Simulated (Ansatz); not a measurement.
**Predicting one run from its neighbours: the energy against the cutoff, Li (Im-3m, 1 atom in the cell)**

```
CELL_PARAMETERS angstrom
     -1.75023     1.75023     1.75023
      1.75023    -1.75023     1.75023
      1.75023     1.75023    -1.75023
ATOMIC_POSITIONS crystal
  Li 0.00000 0.00000 0.00000
```

Computed with PBEsol, default PAW files made with PBE (plane waves; Ansatz, a first-principles code).

Base settings: basis.ecutwfc = 420 eV; kpoints.mp_grid.grid = 13 13 13; hamiltonian.xc = pbesol; hamiltonian.pseudopotentials = {kind: paw} (the program's default PAW files); scf.occupations.method = gaussian; scf.occupations.width = 0.1 eV.

The last step of the ladder, which sets the zero, is basis.ecutwfc = 1010 eV.

The starting cell has typed, rounded lattice constants, without a prior relaxation at this level. Its lattice was rescaled by up to half a per cent.

An empirical form for the window shown: the miss falls exponentially with the largest wave vector, which goes as √cutoff: ln(ΔF) = a + b·√cutoff.

| basis.ecutwfc | √cutoff (√eV) | F less the last step's (meV/atom) | ln of it |
|---|---|---|---|
| 190 eV | 13.784 | 352.70 | 5.866 |
| 210 eV | 14.491 | ? | ? |
| 230 eV | 15.166 | 71.22 | 4.266 |
| 250 eV | 15.811 | 30.60 | 3.421 |
| 295 eV | 17.176 | 3.65 | 1.295 |

Fit the line to the 4 rows given and predict the withheld one.

Means: x̄ = 15.484, ȳ = 3.7120. Σ(x − x̄)(y − ȳ) = -8.023 and Σ(x − x̄)² = 5.961, so b = -1.346 and a = ȳ − b·x̄ = 24.553; ΔF halves for each 0.51 in √cutoff. The largest residual of the fitted rows is 0.15. At x = 14.491 the line gives 5.048, that is 156 meV/atom. The run gave 162.06 meV/atom, a miss of 6.06 meV/atom (4 %). The table is a window of a longer ladder. The rows were chosen because the form fits them, the withheld one included, so this shows the method and is no test of the form.

Left out of this page: 10 runs of the series outside the window shown, repeating another row's setting, or not comparable.

Keys are those of Ansatz 0.2.
